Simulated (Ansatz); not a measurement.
## Hypothetical anti-CdI2 type W2N, pressure series

Take W$_{2}$N in the anti-CdI2 type structure (space group P-3m1, No. 164; a = 2.801 Å, c = 5.305 Å; a hypothetical phase, not in the database extracts checked) as the base.

Cell and atoms are relaxed at each pressure.

All numbers come from PBEsol in Ansatz (plane waves to 420 eV, PAW, without spin-orbit coupling).

Notes on the quantities. enthalpy: H = E + PV relative to the base's energy.

```tsv
variant	enthalpy	volume per atom
base	–	12.02 Å³
pressure −2 GPa	-0.15 eV/atom	12.09 Å³
pressure −1 GPa	-0.08 eV/atom	12.05 Å³
pressure 0.3 GPa	+0.02 eV/atom	12.01 Å³
pressure 0.7 GPa	+0.05 eV/atom	12.00 Å³
pressure 1.5 GPa	+0.11 eV/atom	(withheld)
pressure 3 GPa	+0.22 eV/atom	11.92 Å³
pressure 5 GPa	+0.37 eV/atom	11.86 Å³
pressure 7.5 GPa	+0.56 eV/atom	(withheld)
pressure 10 GPa	+0.74 eV/atom	(withheld)
```

Some entries are withheld; estimate them.


- pressure 1.5 GPa, volume per atom: 11.97 Å³
- pressure 7.5 GPa, volume per atom: 11.78 Å³
- pressure 10 GPa, volume per atom: 11.70 Å³

Load acts through the strain it causes; cell and atoms are relaxed under it. Whether these cells are dynamically stable was not tested. Competing high-pressure phases were not computed. The final runs are not spin-polarised. An odd electron count without spin: W2N.

Ansatz is a quantum-chemistry and plane-wave program.
